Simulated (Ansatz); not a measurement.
Functionals compared on a constructed model of the (111) surface of fcc Cu, a pseudomorphic layer of Mn in the host's stacking (bottom of the slab: a bare face, its two planes held), in Ansatz (plane waves, PAW). The structure was relaxed with PBE; the other rows are single points on it. Cutoff 420 eV.

Model: 7-atom slab, 12.9 Å thick at the start with caps and adatoms (thin: gaps and levels are the slab's own), 17x17x1 mesh, Fermi-Dirac 0.1 eV, dipole correction, 2 atoms held, the rest relaxed; held to the start's symmetry, so lower structures may exist; spin-polarised, ending with about 3.2 μB a cell; orders that need a larger cell were not tried, no spin-orbit, no U. In PBE it is, or lies within 0.01 eV a 1x1 cell of, the lowest of the 2 structures of its composition computed so far; subsurface sites and larger cells were not tried. These notes are the PBE run's.

```json
[
 {"functional": "PBE", "work function of the top face (eV)": "4.38", "magnetic moment of the cell (μB)": "3.25", "rough cost of the single point": "–"},
 {"functional": "RPBE", "work function of the top face (eV)": "?", "magnetic moment of the cell (μB)": "3.36", "rough cost of the single point": "about 90 core-seconds (a rough figure)"}
]
```

**Question.** Fill in the missing entries.

**Answer.** 
- RPBE, work function of the top face (eV): 4.20

Ansatz is an electronic-structure program.
